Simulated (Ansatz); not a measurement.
Start from ZnO in the wurtzite structure (space group P6_3mc, No. 186).

```yaml
crystal:
  lattice:
    - [3.22996, 0.00000, 0.00000]
    - [-1.61498, 2.79723, 0.00000]
    - [0.00000, 0.00000, 5.21438]
  atoms:
    - { symbol: Zn, position: [0.33333, 0.66667, 0.00154] }
    - { symbol: Zn, position: [0.66667, 0.33333, 0.50154] }
    - { symbol: O, position: [0.33333, 0.66667, 0.38046] }
    - { symbol: O, position: [0.66667, 0.33333, 0.88046] }
```

Cartesian axes are those of the cell as printed.

Calculations: Ansatz (a first-principles code) PBEsol, no spin-orbit coupling.

Strains are applied to the cell and any free atomic positions relax; under biaxial strain the out-of-plane vector relaxes too.

One change was made to it. Results:

The valence-band top at Γ (three highest levels, from the VBM) becomes 0.00, 0.00, -0.08 eV (base: 0.00, 0.00, -0.10 eV); the volume per atom increases by 0.20 Å³ to 11.98 Å³.

Problem. What was done to the base?
A) biaxial strain +3.00 %, plane normal [001], relaxed out of plane
B) biaxial strain +0.60 %, plane normal [001], relaxed out of plane
C) biaxial strain +1.80 %, plane normal [001], relaxed out of plane

Solution. C, biaxial strain +1.80 %, plane normal [001], relaxed out of plane. For comparison, the valence-band top at Γ in the other runs: biaxial strain +0.60 %, plane normal [001], relaxed out of plane gives 0.00, 0.00, -0.09 eV; biaxial strain +3.00 %, plane normal [001], relaxed out of plane gives 0.00, 0.00, -0.09 eV.

The levels and masses belong to the bands next to the band gap. Stability against distortions was not tested.
